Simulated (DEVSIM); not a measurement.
Structure: n-channel Ge planar bulk MOSFET with SiON, at 250 K.

- Gate length: 50 nm
- Source drain length: 40 nm
- Dielectric thickness: 2.7 nm
- Lateral straggle: 1.9 nm
- Underlap: 0 nm
- Junction depth: 22 nm
- Substrate depth: 203 nm
- Gate work function: 4.02 eV
- Source and drain doping: 8.3e19 cm⁻³, Gaussian tails under the gate
- Body doping: 1.1e18 cm⁻³
- Lifetime: 1e-8 s
- Supply: 0.6 V
- Halo peak: 2.9e18 cm⁻³

All mobilities are scaled by 0.15; velocity saturation, μ/(1 + (μE/vsat)^b)^(1/b) with b = 2 for electrons and 1 for holes and E the electric field along each mesh edge, is on. Mobility is μmin + (μ − μmin)/(1 + (N/Nref)^α).

The device is made up for the run: typed textbook-type constants, with dimensions and the other settings drawn at random. Values at 300 K; Nc and Nv go as T^1.5, mobilities as T to minus their exponent, the gap by Varshni's rule with the affinity fixed.

Ge: gap (eV) 0.664, affinity (eV) 4, permittivity 16, Nc (cm⁻³) 1.04e19, Nv (cm⁻³) 6e18, μn (cm²/Vs) 3900, μp (cm²/Vs) 1900, μn,min 150, μp,min 100, Nref,n 2.6e17, Nref,p 4e17, αn 0.56, αp 0.6, T exponent of μn 1.66, T exponent of μp 2.33, vsat,n (cm/s) 6.5e6, vsat,p (cm/s) 6e6, Varshni α (eV/K) 0.000477, Varshni β (K) 235. SiON: gap (eV) 7, affinity (eV) 1.4, permittivity 5.5.

Simulated with DEVSIM: 2D drift-diffusion, Boltzmann statistics, complete ionisation; no quantum confinement, tunnelling, impact ionisation, self-heating, contact resistance or fringe fields beside the gate. Metal contacts follow the ideal Schottky-Mott rule: no Fermi-level pinning, no interface dipoles.

Transfer curves, |Id| in μA/μm:

| Vg (V) | Vd = 0.05 V | Vd = 0.6 V |
|---|---|---|
| -0.18 | 1.262e-6 | 6.353e-6 |
| -0.15 | 3.089e-6 | 1.567e-5 |
| -0.12 | 7.597e-6 | 3.879e-5 |
| -0.09 | 1.877e-5 | 9.630e-5 |
| -0.06 | 4.650e-5 | 0.0002396 |
| -0.03 | 0.0001155 | 0.0005970 |
| 0 | 0.0002877 | 0.001488 |
| 0.03 | 0.0007171 | 0.003710 |
| 0.06 | 0.001789 | 0.009239 |
| 0.09 | 0.004462 | 0.02295 |
| 0.12 | 0.01112 | 0.05680 |
| 0.15 | 0.02764 | 0.1396 |
| 0.18 | 0.06836 | 0.3391 |
| 0.21 | 0.1676 | 0.8073 |
| 0.24 | 0.4039 | 1.856 |
| 0.27 | 0.9444 | 4.036 |
| 0.3 | 2.094 | 8.092 |
| 0.33 | 4.278 | 14.71 |
| 0.36 | 7.861 | 24.18 |
| 0.39 | 12.91 | 36.40 |
| 0.42 | 19.17 | 50.98 |
| 0.45 | 26.24 | 67.54 |
| 0.48 | 33.76 | 85.70 |
| 0.51 | 41.47 | 105.2 |
| 0.54 | 49.20 | 125.7 |
| 0.57 | 56.83 | 147.2 |
| 0.6 | 64.31 | 169.4 |

### Question
Work out the subthreshold swing at low drain bias from the rows at 0.03 and 0.06 V, and compare it with the thermal limit.

### Answer
log10(0.001789/0.0007171) = 0.397 over 30.0 mV, so S = 75.6 mV/decade. The limit kT/q ln 10 is 49.6 mV/decade; the ratio is 1.52. This is the steepest step of the table.

### Question
Find both thresholds at the constant current 0.1 μA × (1 μm/L) a micrometre, and the DIBL.

### Answer
The current is 2.00 μA/μm. Interpolating ln Id gives 0.298 V and 0.243 V; their difference over the 0.55 V of drain bias is 100 mV/V.

Source and drain are degenerate, where Boltzmann statistics are only rough. The electric field that drives the saturation includes the junctions' built-in field, which lowers the mobility there even at small currents: subthreshold currents come out too low, a known weakness of this choice.
